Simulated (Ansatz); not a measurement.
**Hypothetical CsCl type NaI: response to strain**

Base system: NaI in the CsCl type structure (space group Pm-3m, No. 221; a = 4.0398 Å; a hypothetical phase, not in the database extracts checked). Axes: x, y, z lie along the cube axes.

Strains are applied to the cell and any free atomic positions relax; under biaxial strain the out-of-plane vector relaxes too; under stress the whole cell relaxes.

Method: r2SCAN (Ansatz, an electronic-structure program; PAW; 500 eV plane waves; no SOC).

Notes on the quantities. energy relative to the base: free energy F.

| case | gap character | band gap | energy relative to the base |
|---|---|---|---|
| base | indirect, M → Γ | 3.06 eV | 0 meV/atom |
| biaxial strain −1.10 %, plane normal [001], relaxed out of plane | indirect, R → Γ | 3.07 eV | +1.4 meV/atom |
| biaxial strain +1.56 %, plane normal [001], relaxed out of plane | indirect, M → Γ | 2.93 eV | +2.6 meV/atom |
| biaxial strain +3.24 %, plane normal [110], relaxed out of plane | indirect, R → Γ | 2.95 eV | +3.3 meV/atom |
| biaxial strain −4.90 %, plane normal [111], relaxed out of plane | direct at Γ | 3.17 eV | -35 meV/atom |
| isotropic strain +0.72 % | indirect, M → Γ | 3.02 eV | +0.8 meV/atom |
| isotropic strain +1.29 % | indirect, M → Γ | 2.99 eV | +2.6 meV/atom |
| uniaxial strain ε_zz = −0.80 % | indirect, M → Γ | 3.03 eV | +0.4 meV/atom |
| tensor shear ε_yz = +2.20 % | indirect, Y → Γ | 3.07 eV | -0.7 meV/atom |
| uniaxial stress, 0.5 GPa tension along x | indirect, R → Γ | 3.02 eV | +0.5 meV/atom |

With I present, leaving out spin-orbit coupling can change the band edges. Stability under load was not tested beyond the relaxation. Under biaxial strain −4.90 %, plane normal [111], relaxed out of plane and tensor shear ε_yz = +2.20 % the cell ends below the base's energy or with stress of the wrong sign: the atoms slid into a distortion or the cell is elastically unstable, so the base is not a stable minimum at this level. k-point labels follow each cell's own Brillouin zone.
